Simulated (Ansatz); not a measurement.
# CO on the 1x1 (10-10) surface of wurtzite ZnO (cut with top plane O + Zn), one in a 2x1 cell, started at the site 'hollow O'

Host crystal: wurtzite ZnO, with a band gap (PBE, scalar-relativistic without spin-orbit coupling).

The numbers are results of PBE (plane waves to 420 eV, PAW; Ansatz, a program for electronic structure), not measurements.

Slab: 34 atoms, 9.4 Å thick at the start under the adsorbate (thin: gaps and levels are the slab's own); k 3x4x1, smearing 0.01 eV, dipole-corrected; 16 atoms held, the rest relaxed; no symmetry held; no spin, no spin-orbit, no U, no dispersion correction. At the end it is bonded to Zn. In PBE it is, or lies within 0.03 eV of, the lowest of the starts that converged.

```
Quantity                                                                                                                                         Result
--------------------------------------------------------------------------------------  ---------------------------------------------------------------
adsorption energy against CO(g)                                                                                                                -0.34 eV
change of the step from the bottom to the top vacuum level, against the clean slab                                                             -0.88 eV
energy released by relaxation                                                                                                                   1.47 eV
height of the binding atom over the mean of the host atoms within 0.3 Å of the top one                                                          1.743 Å
nearest host atoms of the binding atom                                                                           Zn at 2.18 Å, O at 2.74 Å, O at 3.17 Å
largest move of a host atom                                                                                                                      0.28 Å
note                                                                                    in the relaxation the adsorbate left its starting site by 2.7 Å
cost                                                                                                                     around 50 core-minutes (rough)
```

A negative adsorption energy means that the adsorbate is more stable on the surface than in its reference.
